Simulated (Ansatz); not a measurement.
Band structure of Cu₃Pd (Pm-3m, 4 atoms in the cell).

```yaml
crystal:
  lattice:
    - [3.68588, 0.00000, 0.00000]
    - [0.00000, 3.68588, 0.00000]
    - [0.00000, 0.00000, 3.68588]
  atoms:
    - { symbol: Cu, position: [0.00000, 0.50000, 0.50000] }
    - { symbol: Cu, position: [0.50000, 0.00000, 0.50000] }
    - { symbol: Cu, position: [0.50000, 0.50000, 0.00000] }
    - { symbol: Pd, position: [0.00000, 0.00000, 0.00000] }
```

Level of theory: PBEsol, PAW files made with PBE (plane waves; Ansatz, a first-principles code).

Settings: kpoints.mp_grid.grid = 9 9 9; hamiltonian.xc = pbesol; hamiltonian.pseudopotentials = {kind: paw} (the program's default PAW files); scf.occupations.method = fermi_dirac; scf.occupations.width = 0.05 eV; kpoints.band_path.npoints = 8.

The starting cell comes from a database of computed structures (which also holds hypothetical and non-ambient phases and stackings), without a prior relaxation at this level. Its lattice was rescaled by a random factor within 2.5 % of one. Spin polarisation is off.

Levels in eV from the Fermi level, bands 35 to 42:
```tsv
point	35	36	37	38	39	40	41	42
Γ	-0.40	-0.40	-0.40	2.02	2.02	2.02	8.27	8.30
X	-1.51	-1.18	-1.17	-0.42	6.95	6.95	7.14	7.14
M	-1.59	-1.59	0.03	0.03	1.10	1.22	9.28	10.59
R	-0.88	-0.74	-0.74	-0.22	-0.22	-0.22	4.88	4.88
```

Bands cross the Fermi level along this path, so the cell is metallic at this level.

Keys are those of Ansatz 0.2.
